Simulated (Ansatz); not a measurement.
Base system: InSb in the zinc blende structure (space group F-43m, No. 216; a = 6.556 Å). Axes: x, y, z lie along the cube axes.

Structures relaxed with r2SCAN in Ansatz (plane waves to 500 eV, PAW, spin-orbit coupling left out).

Base:

Simulated powder pattern, Cu Kα, λ = 1.54184 Å (kinematic, ideal powder, no thermal factors, no anomalous dispersion; the 14 strongest lines at most, above 2 %, up to 2θ = 90°):

| 2θ (°) | I/Imax (%) | hkl |
|---|---|---|
| 23.50 | 100 | (111) |
| 38.85 | 80 | (220) |
| 45.91 | 49 | (311) |
| 56.12 | 13 | (400) |
| 61.67 | 20 | (331) |
| 70.35 | 27 | (422) |
| 75.33 | 15 | (511) |
| 83.39 | 8.5 | (440) |
| 88.16 | 15 | (531) |

After one change:

Simulated powder pattern, Cu Kα, λ = 1.54184 Å (kinematic, ideal powder, no thermal factors, no anomalous dispersion; the 14 strongest lines at most, above 2 %, up to 2θ = 90°):

| 2θ (°) | I/Imax (%) |
|---|---|
| 23.38 | 100 |
| 38.54 | 54 |
| 38.85 | 26 |
| 45.29 | 17 |
| 45.84 | 33 |
| 56.12 | 8.8 |
| 61.17 | 13 |
| 61.61 | 6.6 |
| 69.51 | 9.1 |
| 70.14 | 18 |
| 75.28 | 7.2 |
| 82.60 | 5.7 |
| 86.93 | 5.1 |
| 87.72 | 5.0 |

### Question
Name the change that was made.
A. uniaxial strain ε_zz = −5.40 %
B. strain tensor (xx, yy, zz, yz, xz, xy) = (+0.68, +0.37, +0.21, +0.52, +0.71, −0.04) %
C. uniaxial strain ε_xx = +0.17 %
D. uniaxial strain ε_xx = +1.59 %

### Answer
D, uniaxial strain ε_xx = +1.59 %. Its volume per atom is 35.78 Å³ against 35.22 Å³, and its space group is I-4m2 (No. 119).

Whether these cells are dynamically stable was not tested. The final runs are not spin-polarised.

Ansatz is a program for electronic structure.
